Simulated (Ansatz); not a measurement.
**GaAs: isotropic strain +3.00 %**

Base system: GaAs in the zinc blende structure (space group F-43m, No. 216; a = 5.603 Å).

It is then changed as follows: an isotropic linear strain of +3.00 %, atoms relaxed at fixed cell.

Level of theory: LDA in Ansatz (plane waves to 420 eV, PAW, without spin-orbit coupling). k-mesh 10×10×10 (Γ-centred); smearing 0.05 eV (Fermi–Dirac).

The volume per atom increases by 2.04 Å³, from 21.98 Å³ to 24.02 Å³ and the space group remains F-43m (No. 216). The shortest interatomic distance goes up by 0.073 Å (2.426 Å → 2.499 Å) and the energy goes up by 37 meV/atom. The pressure goes from zero to -5.3 GPa and the band gap changes from 0.49 eV to zero.

A case with no gap was solved on a k-mesh chosen for an insulator, which is coarse for it. Stability against distortions was not tested. All final runs are without spin polarisation. A zero or small gap of GaAs under isotropic strain +3.00 % can be the functional's error rather than a property of the material.

Ansatz is an electronic-structure program.
